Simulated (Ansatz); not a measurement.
The reference is Ga2O3 in the corundum structure (space group R-3c, No. 167; a = 4.985 Å, c = 13.441 Å (hexagonal axes)). Axes: x lies along a and z along c of the hexagonal cell.

Computed with r2SCAN (Ansatz, an electronic-structure program; PAW; 500 eV plane waves; scalar-relativistic without spin-orbit coupling), earlier PAW set.

For the base:

Electron mass: 0.25 mₑ (at Γ)
Band gap: 3.57 eV
Pressure: 0.00 GPa

The change: strain tensor (xx, yy, zz, yz, xz, xy) = (−0.99, +0.22, −2.63, −0.15, +0.14, +0.08) %, atoms relaxed at fixed cell.

**Question.** Estimate the effect on the energy relative to the base.

**Answer.** The energy goes up by 11 meV/atom.

**Question.** What happens to the electron mass?

**Answer.** The electron mass becomes 0.27 mₑ along z, 0.26 mₑ across (at Γ) (base: 0.25 mₑ (at Γ)).

**Question.** How does this affect the band gap?

**Answer.** The band gap grows by 0.34 eV to 3.91 eV.

**Question.** What happens to the pressure?

**Answer.** The pressure (mean of the normal stresses, compression positive) goes from zero to 8.25 GPa.

Masses are band curvatures over ±0.01 Å⁻¹ around the edge. Whether these cells are dynamically stable was not tested.
